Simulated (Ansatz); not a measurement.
**Input and output of a self-consistent single point for InBi (C2/c, 4 atoms in the cell) (Ansatz, a first-principles code)**

Computed with PBE (plane waves, PAW; Ansatz).

Input:

Ansatz 0.2 input:
```yaml
crystal:
  lattice:
    - [3.85089000, -2.81417500, 0.00000000]
    - [3.85089000, 2.81417500, 0.00000000]
    - [-1.39773300, 0.00000000, 8.31684800]
  atoms:
    - { symbol: In, position: [0.00000000, 0.50000000, 0.00000000] }
    - { symbol: In, position: [0.50000000, 0.00000000, 0.50000000] }
    - { symbol: Bi, position: [0.58160000, 0.41840000, 0.25000000] }
    - { symbol: Bi, position: [0.41840000, 0.58160000, 0.75000000] }
basis:
  ecutwfc: 420.0 eV
kpoints:
  mp_grid: { grid: [6, 6, 4] }
hamiltonian:
  xc: pbe
  pseudopotentials: { kind: paw }
scf:
  occupations: { method: fermi_dirac, width: 0.1 eV }
output:
  forces: true
  eigenvalues: true
  stress: true
```

Log, with long lists cut:

```
WARN ansatz: RAYON_NUM_THREADS=1 ignored (pool sized by the plan → 1); use --threads N
Pseudopotentials: kind: paw
Pseudopotential: In, paw, valence charge 13
Pseudopotential: Bi, paw, valence charge 15
Crystal: 4 atoms, lattice volume = 180.261 Å³
Basis set: ecut = 420 eV, 3511 PW (Γ), exchange–correlation on 64×64×120 points (8 copies of the dense FFT grid, shifted against one another)
Bands: 34, of which v1, the nominal top of the filled ones, is band 28 counted from 1 (27 counted from 0)
Symmetry: 4 space group operations
Space group: C2/c (ITA 15), of the structure as read, at distance tolerance 5.6e-5 Å
k-points: 47 of 144
Initial density: superposition of atomic densities (neutral atoms: chi_scale 0, normalization atom), corrected by the library's trained network
Initial wavefunctions: pseudopotential atomic-orbital guess
Eigensolver: davidson
Functional: x = pbe(κ = 0.804, μ = 0.2195149727645171), c = pbe(β = 0.06672455060314922)
SCF iter   1: F=—  HF=-35987.525935 eV  |F-HF|=—  |Δ(HF+E_count)|=         —  Δρ=1.21e-3  dr2=5.62e-3  ethr=1.77e-3  ⟨swp⟩=6.3  Hψ=7167  notcnv=0
all-band conjugate gradients solve this SCF's bands
preconditioner: auto → LDOS
SCF iter   2: F=—  HF=-35987.526135 eV  |F-HF|=—  |Δ(HF+E_count)|=   2.01e-4  Δρ=4.10e-4  dr2=3.53e-4  ethr=1.00e-5  ⟨swp⟩=2.0  Hψ=2868  notcnv=0
SCF iter   3: F=—  HF=-35987.526375 eV  |F-HF|=—  |Δ(HF+E_count)|=   2.39e-4  Δρ=2.21e-4  dr2=1.36e-4  ethr=6.30e-7  ⟨swp⟩=2.0  Hψ=2928  notcnv=0
SCF iter   4: F=—  HF=-35987.526345 eV  |F-HF|=—  |Δ(HF+E_count)|=   2.95e-5  Δρ=7.52e-5  dr2=1.08e-5  ethr=2.42e-7  ⟨swp⟩=2.0  Hψ=2929  notcnv=0
SCF iter   5: F=—  HF=-35987.526351 eV  |F-HF|=—  |Δ(HF+E_count)|=   5.70e-6  Δρ=1.43e-5  dr2=3.93e-7  ethr=1.93e-8  ⟨swp⟩=2.0  Hψ=2925  notcnv=0
SCF iter   6: F=-35987.526351 eV  HF=-35987.526351 eV  |F-HF|=2.28e-8  |Δ(HF+E_count)|=   1.66e-7  Δρ=4.33e-6  dr2=3.34e-8  ethr=1.79e-10  ⟨swp⟩=7.0  Hψ=7584  notcnv=0
SCF 1 converged in 6 iterations: F = -35987.526351 eV  dr2 = 3.34e-8
SCF converged after 6 iterations
Free energy (F): -35987.526351 eV
Harris-Foulkes:  -35987.526351 eV  (|F-HF|=2.28e-8)
Internal energy: -35987.428688 eV  (E = F + TS)
E sigma→0 (E₀):  -35987.477520 eV
Entropy (-TS):   -0.097663 eV (-24.416 meV/atom)
Fermi energy:    5.488799 eV
--- Per-component energies (eV) ---
  E_band       = -507.788932
  E_kinetic    = 1079.721792
  E_local      = -6571.146756  (includes V_loc(G=0)·N_el)
  E_nonlocal   = 1850.565827
  E_hartree    = 2392.268236
  E_xc         = -728.622261
  E_vxc        = -480.395842  (∫ρ·V_xc dr)
  E_paw        = -29631.197673  (= ΣΔE_a)
  E_vpaw       = -1171.061691  (= ΣTr[D̂ρ^β])
  E_aug_tail   = -0.000815  (compensation charges beyond the density's cutoff)
  E_ewald      = -4379.017039
  E_smearing   = -0.097663  (= −TS)
  E_closure    = -0.000000  (closes the sum)
  Σ components = -35987.526351   (vs F -35987.526351, Δ=0.00e0)
--- Forces (eV/Å), atoms counted from 1 ---
  atom   1  In     0.00000000     0.00000000    -0.00000000
  atom   2  In    -0.00000000     0.00000000     0.00000000
  atom   3  Bi     0.00000000     0.20318917    -0.00000000
  atom   4  Bi     0.00000000    -0.20318917     0.00000000
  max |Σ_I F_I| component: 1.89e-29 eV/Å
--- Stress (GPa, compression-positive) ---
       -2.989593       0.000000      -0.315768
        0.000000      -3.017792       0.000000
       -0.315768       0.000000      -3.907814
  P = ⅓ Tr σ = -3.3051 GPa (-33.051 kbar)
  The stress holds the Pulay correction. Without it, at fixed plane waves, as pw.x and ABINIT print it: P = -3.3281 GPa
--- Band table (eV; the first three rows and the last of 47) ---
  k-point 0: bands = ["-17.1323", "-17.1317", "-17.1289", "-17.1172", "-17.1120", "-17.1115", "-17.0949", "-17.0941", "-17.0878", "-17.0869", "-9.1774", "-9.1571", "-9.1205", "-9.1166", "-9.0995", "-9.0988", "-9.0596", "-9.0512", "-9.0288", [...]
  k-point 1: bands = ["-17.1314", "-17.1313", "-17.1284", "-17.1199", "-17.1114", "-17.1113", "-17.0948", "-17.0942", "-17.0877", "-17.0870", "-9.1743", "-9.1599", "-9.1198", "-9.1170", "-9.0993", "-9.0989", "-9.0585", "-9.0526", "-9.0286", [...]
  k-point 2: bands = ["-17.1310", "-17.1310", "-17.1248", "-17.1248", "-17.1111", "-17.1111", "-17.0945", "-17.0945", "-17.0874", "-17.0874", "-9.1669", "-9.1669", "-9.1183", "-9.1183", "-9.0991", "-9.0991", "-9.0557", "-9.0557", "-9.0278", [...]
  k-point 46: bands = ["-17.1324", "-17.1324", "-17.1221", "-17.1221", "-17.1112", "-17.1112", "-17.0891", "-17.0891", "-17.0882", "-17.0882", "-9.1492", "-9.1492", "-9.1167", "-9.1167", "-9.1033", "-9.1033", "-9.0933", "-9.0933", "-9.0176", [...]
```

The run converged in 6 iterations.

The starting cell was generated: these elements placed on a structure prototype, without a prior relaxation; it need not be a known phase or ordering of this composition. Spin-orbit coupling is off. With a pressure of about -3 GPa the cell is away from its equilibrium volume at this level. Ansatz's pressure includes its estimate of the finite-basis (Pulay) stress.
